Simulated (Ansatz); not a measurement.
The cell is built on a prototype and need not be the phase stable at ambient conditions.

By PBEsol, the system below comes out a metal.

The ballistic (Sharvin) conductance counts the channels at the Fermi level: G/A = (e²/h) × channels of both spins per area.

Given:

```
ZrGe2
1.0
    4.33088     0.00000     0.00000
   -2.16544     3.75065     0.00000
    0.00000     0.00000     3.42701
Zr Ge
1 2
Direct
  0.00000   0.00000   0.00000
  0.33333   0.66667   0.50000
  0.66667   0.33333   0.50000
```

Space group of this cell: P6/mmm. The cell was relaxed by PBE-D3(BJ).

The current flows along the normal of the first two printed cell vectors. No spin-orbit coupling; the value is a mean over 0.1 eV about the Fermi level.

### Question
Compute, with PBEsol (Ansatz, an electronic-structure program), the ballistic conductance per area.

### Answer
0.79 × 10¹⁵ S/m² for both spins.
